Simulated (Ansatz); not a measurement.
**The (20-23) surface of hcp Tl in its 1x1 cell, outermost plane spacing 0.20 Å in the ideal cut**

Calculation: PBE (plane waves to 420 eV, PAW; Ansatz, a quantum-chemistry and plane-wave program).

Set-up: 18 atoms, 9.8 Å thick at the start (thin: gaps and levels are the slab's own); mesh 11x3x1; 0.1 eV smearing; dipole correction on; all atoms relaxed; held to the part of the start's symmetry that mesh and held atoms allow; no spin, no spin-orbit, no U.

```json
{
 "surface energy (mean of both faces)": "0.28 J/m²",
 "surface_energy_before_relaxation": "0.30 J/m²",
 "work_function_of_the_top_face": "3.50 eV",
 "energy_released_by_relaxation": "0.10 eV",
 "cost": "about 21 core-minutes (a rough figure)"
}
```
